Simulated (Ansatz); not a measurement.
The parent structure is BAsO₄ (space group I-4, No. 82; a = 4.511 Å, c = 6.799 Å).

Computed with DFT with PBEsol, PAW potentials and a 420 eV plane-wave cutoff in Ansatz (a program for electronic structure), without spin-orbit coupling.

Carriers are added at fixed cell with a uniform background; the Fermi–Dirac width is that of 300 K.

One change was made to it. Results:

```json
[
 {"quantity": "gap between the host's bands", "base": "4.59 eV", "after": "4.35 eV"},
 {"quantity": "Fermi level relative to the doped band's edge (positive inside the band; to 0.05 eV)", "base": "–", "after": "+0.60 eV"},
 {"quantity": "gap character", "base": "indirect, N → Γ", "after": "indirect, N → Γ"}
]
```

Problem. What was done to the base?
(A) electrons 2.0×10^21 cm⁻³
(B) holes 3.0×10^21 cm⁻³
(C) holes 2.0×10^21 cm⁻³
(D) holes 5.0×10^21 cm⁻³

Solution. A, electrons 2.0×10^21 cm⁻³. For comparison, the Fermi level from band edge in the other runs: holes 5.0×10^21 cm⁻³ gives +0.10 eV; holes 3.0×10^21 cm⁻³ gives +0.05 eV; holes 2.0×10^21 cm⁻³ gives +0.05 eV.

Charged cell with a jellium background: band edges are those of the host's band count, energies are not comparable with the neutral cell, and many-body gap narrowing is missing. Stability against distortions was not tested.
